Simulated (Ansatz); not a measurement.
Candidates (primitive cells; geometry: cell and atoms relaxed with PBEsol):
A. Li₂S (Fm-3m), a = b = c = 3.999 Å, α = β = γ = 60.00°
B. SnO$_{2}$ (P4_2/mnm), a = b = 4.769 Å, c = 3.212 Å, α = β = γ = 90.00°
C. C (P6_3/mmc), a = b = 2.499 Å, c = 4.161 Å, α = β = 90.00°, γ = 120.00°
D. LiF (Fm-3m), a = 2.8339 Å, b = 2.8339 Å, c = 2.8339 Å, α = 60.00°, β = 60.00°, γ = 60.00°

Order them by Seebeck coefficient, p-type 1e19 cm⁻³ (lowest first) at the level r2SCAN, rigid bands (Ansatz, a program for electronic structure).

C (269 μV/K), B (350 μV/K), A (461 μV/K), D (650 μV/K)

Seebeck coefficients are for the stated density at 300 K, with one relaxation time for all states and whether or not that doping can be reached. Spin-orbit coupling is left out.

Formula and space group known from diffraction (Crystallography Open Database), not checked to be the room-temperature form: Li2S (Fm-3m).
